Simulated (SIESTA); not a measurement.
# Input and output of a self-consistent single point for LaGe₃Ir (I4mm, 5 atoms in the cell) (SIESTA)

Computed with GGA PBEsol, numerical atomic orbitals TZP, PseudoDojo PBEsol standard norm-conserving potentials (rewritten from UPF to PSML) (SIESTA 5.4.2).

Input as run:

```
# files in the folder: La.psml Ge.psml Ir.psml (PseudoDojo PBEsol standard)
SystemName  LaGe3Ir
SystemLabel LaGe3Ir

NumberOfAtoms                5
NumberOfSpecies              3
%block ChemicalSpeciesLabel
  1 57 La
  2 32 Ge
  3 77 Ir
%endblock ChemicalSpeciesLabel
LatticeConstant              1.0 Ang
%block LatticeVectors
    -2.230286000    2.230286000    5.066920000
     2.230286000   -2.230286000    5.066920000
     2.230286000    2.230286000   -5.066920000
%endblock LatticeVectors
AtomicCoordinatesFormat      Bohr
%block AtomicCoordinatesAndAtomicSpecies
     0.000000000   -0.000000000   11.173441902  1
     4.214629720    0.000000000    6.561426924  2
     0.000000000    4.214629720    6.561426924  2
    -0.000000000    0.000000000    0.009383589  2
    -0.000000000    0.000000000    4.572489002  3
%endblock AtomicCoordinatesAndAtomicSpecies

XC.functional                GGA
XC.authors                   PBEsol
PAO.BasisSize                TZP
PAO.EnergyShift              0.01 Ry
MeshCutoff                   300 Ry
%block kgrid.MonkhorstPack
    5   0   0  0.0
    0   5   0  0.0
    0   0   5  0.0
%endblock kgrid.MonkhorstPack
OccupationFunction           MP
OccupationMPOrder            0
ElectronicTemperature        100.0 meV

MaxSCFIterations             150
SCF.Mixer.Method             Broyden
SCF.Mixer.Weight             0.1
SCF.Mixer.History            6
SCF.DM.Tolerance             1.0E-05
Diag.ParallelOverK           true
WriteForces                  true
```

The program printed (abridged):

```
reinit: Reading from file input.fdf

reinit: System Name: LaGe3Ir
reinit: System Label: LaGe3Ir

coor:   Atomic-coordinates input format  =     Cartesian coordinates
coor:                                            (in Bohr units)

siesta: Atomic coordinates (Bohr) and species
siesta:      0.00000  -0.00000  11.17344  1        1
siesta:      4.21463   0.00000   6.56143  2        2
siesta:      0.00000   4.21463   6.56143  2        3
siesta:     -0.00000   0.00000   0.00938  2        4
siesta:     -0.00000   0.00000   4.57249  3        5

siesta: System type = bulk

initatomlists: Number of atoms, orbitals, and projectors:      5   116   118

siesta: ******************** Simulation parameters ****************************
redata: Spin configuration                          = none
redata: Time-Reversal Symmetry                      = T
redata: Number of Atomic Species                    =        3
redata: Mesh Cutoff                                 =   300.0000 Ry
redata: Net charge of the system                    =     0.0000 |e|
redata: Min. number of SCF Iter                     =        0
redata: Max. number of SCF Iter                     =      150
redata: SCF convergence failure will abort job
redata: SCF mix quantity                            = Hamiltonian
redata: Mix DM or H after convergence               =   F
redata: Recompute H after scf cycle                 =   F
redata: Mix DM in first SCF step                    =   T
redata: No kicks to SCF
redata: DM Mixing Weight for Kicks                  =     0.5000
redata: Require Harris convergence for SCF          =   F
redata: Harris energy tolerance for SCF             =     0.000100 eV
redata: Require DM convergence for SCF              =   T
redata: DM tolerance for SCF                        =     0.000010
redata: Require EDM convergence for SCF             =   F
redata: EDM tolerance for SCF                       =     0.001000 eV
redata: Require H convergence for SCF               =   T
redata: Hamiltonian tolerance for SCF               =     0.001000 eV
redata: Require (free) Energy convergence for SCF   =   F
redata: (free) Energy tolerance for SCF             =     0.000100 eV
redata: Using DFT-D3 dispersion                     =   F
redata: Using Saved Data (generic)                  =   F
redata: Method of Calculation                       = Diagonalization
redata: Electronic Temperature                      =  1160.4518 K
redata: Number of TDED substeps                     =        3
redata: Dynamics option                             = Single-point calculation
redata: Save all siesta data in one NC              =   F
redata: ***********************************************************************

%block SCF.Mixers
  Broyden
%endblock SCF.Mixers

%block SCF.Mixer.Broyden
  # Mixing method
  method broyden

  # Mixing options
  weight 0.1000
  weight.linear 0.1000
  weight.prime 0.1000
  history 6
%endblock SCF.Mixer.Broyden

DM_history_depth set to one: no extrapolation allowed by default for geometry relaxation
Size of DM history Fstack: 1
Total number of electrons:    70.000000
Total ionic charge:    70.000000

* ProcessorY, Blocksize:    1  64

* Orbital distribution balance (max,min):   116   116

 Kpoints in:           75 . Kpoints trimmed:           63

siesta: k-grid: Number of k-points = 63
siesta: k-points from Monkhorst-Pack grid
siesta: k-cutoff (effective) =    11.151 Ang
siesta: k-point supercell and displacements
siesta: k-grid:     5     0     0      0.000
siesta: k-grid:     0     5     0      0.000
siesta: k-grid:     0     0     5      0.000

diag: Algorithm                                     = D&C
diag: Parallel over k                               =   F
diag: Use parallel 2D distribution                  =   F
diag: Parallel block-size                           = 64
diag: Parallel distribution                         =     1 x     1
diag: Used triangular part                          = Lower
diag: Absolute tolerance                            =  0.100E-15
diag: Orthogonalization factor                      =  0.100E-05
diag: Memory factor                                 =  1.0000

superc: Internal auxiliary supercell:     5 x     5 x     7  =     175
superc: Number of atoms, orbitals, and projectors:    875  20300  20650

                        Single-point calculation

superc: Internal auxiliary supercell:     5 x     5 x     7  =     175
superc: Number of atoms, orbitals, and projectors:    875  20300  20650

outcell: Unit cell vectors (Ang):
       -2.230286    2.230286    5.066920
        2.230286   -2.230286    5.066920
        2.230286    2.230286   -5.066920

outcell: Cell vector modules (Ang)   :    5.968419    5.968419    5.968419
outcell: Cell angles (23,13,12) (deg):    136.1143    136.1143     63.8036
outcell: Cell volume (Ang**3)        :    100.8150
new_DM -- step:     1
Initializing Density Matrix...

Attempting to read DM from file... Failed...
DM filled with atomic data:

InitMesh: MESH = 54 x 54 x 48 = 139968
InitMesh: Mesh cutoff (required, used) =   300.000   323.909 Ry

stepf: Methfessel-Paxton step function
       Using Hermite-Gauss polynomials of order  0

        iscf     Eharris(eV)        E_KS(eV)     FreeEng(eV)     dDmax    Ef(eV) dHmax(eV)
   scf:    1   -11278.966226   -11335.851165   -11335.860670  1.753212 -2.915903 31.418503
   scf:    2   -11371.458212   -11359.625620   -11359.634057  0.297573 -3.477973 10.002565
   scf:    3   -11362.447502   -11361.610337   -11361.619908  0.090497 -3.677523  2.799703
   scf:    4   -11361.380111   -11361.745642   -11361.754166  0.129613 -3.947574  2.573210
   scf:    5   -11362.117400   -11361.981154   -11361.989007  0.017450 -3.922062  0.731412
   scf:    6   -11361.712840   -11361.935066   -11361.943148  0.032129 -3.899573  1.603579
   [... 9 lines left out ...]
   scf:   16   -11362.021260   -11362.021260   -11362.029206  0.000038 -3.929329  0.000764
   scf:   17   -11362.021260   -11362.021260   -11362.029206  0.000023 -3.929326  0.000580
   scf:   18   -11362.021260   -11362.021260   -11362.029206  0.000016 -3.929324  0.000441
   scf:   19   -11362.021260   -11362.021260   -11362.029206  0.000011 -3.929324  0.000341
   scf:   20   -11362.021260   -11362.021260   -11362.029206  0.000007 -3.929324  0.000271

SCF Convergence by DM+H criterion
max |DM_out - DM_in|         :     0.0000074823
max |H_out - H_in|      (eV) :     0.0002706876
SCF cycle converged after 20 iterations

Using DM_out to compute the final energy and forces

siesta: E_KS(eV) =           -11362.0213

siesta: E_KS - E_eggbox =    -11362.0213

siesta: Atomic forces (eV/Ang):
     1    0.000386    0.000386   -0.062391
     2   -0.000852   -0.000576   -0.105096
     3   -0.000576   -0.000852   -0.105096
     4    0.000201    0.000201    0.271556
     5   -0.002606   -0.002606    0.002794
   Tot   -0.003448   -0.003448    0.001766
   Max    0.271556
   Res    0.081547    sqrt( Sum f_i^2 / 3N )
   Max    0.271556    constrained

Stress tensor Voigt[x,y,z,yz,xz,xy] (kbar):        9.51        9.51        8.28        1.25        1.25       -0.01
(Free)E + p*V (eV/cell)   -11362.6018
Target enthalpy (eV/cell)   -11362.0292

siesta: Program's energy decomposition (eV):
siesta: Ebs     =     -1771.646594
siesta: Eions   =     12868.260571
siesta: Ena     =      1011.098491
siesta: Ekin    =      6565.027273
siesta: Enl     =     -3571.122259
siesta: Eso     =         0.000000
siesta: Edftu   =         0.000000
siesta: DEna    =        74.599511
siesta: DUscf   =         2.238752
siesta: DUext   =         0.000000
siesta: Ex      =     -2412.864097
siesta: Ec      =      -162.738360
siesta: Exc     =     -2575.602457
siesta: Eharris =    -11362.021260
siesta: Etot    =    -11362.021260
siesta: FreeEng =    -11362.029206

siesta: Atomic forces (eV/Ang):
siesta:      1    0.000386    0.000386   -0.062391
siesta:      2   -0.000852   -0.000576   -0.105096
siesta:      3   -0.000576   -0.000852   -0.105096
siesta:      4    0.000201    0.000201    0.271556
siesta:      5   -0.002606   -0.002606    0.002794
siesta: ----------------------------------------
siesta:    Tot   -0.003448   -0.003448    0.001766

siesta: Stress tensor (static) (eV/Ang**3):
siesta:     0.005935   -0.000006    0.000780
siesta:    -0.000006    0.005935    0.000780
siesta:     0.000780    0.000780    0.005169

siesta: Cell volume =        100.815000 Ang**3

siesta: Pressure (static):
siesta:                Solid            Molecule  Units
siesta:          -0.00006186         -0.00002236  Ry/Bohr**3
siesta:          -0.00567937         -0.00205314  eV/Ang**3
siesta:          -9.09936051         -3.28948711  kBar
```

The run converged in 20 iterations.

The starting cell comes from a database of computed structures (which also holds hypothetical and non-ambient phases and stackings), without a prior relaxation at this level. Its lattice was rescaled by up to half a per cent. One atom was moved a little off its site on purpose. Spin polarisation is off. Values carry the incompleteness of an atom-centred basis.

Cost on one core of a shared machine: roughly 2 min.
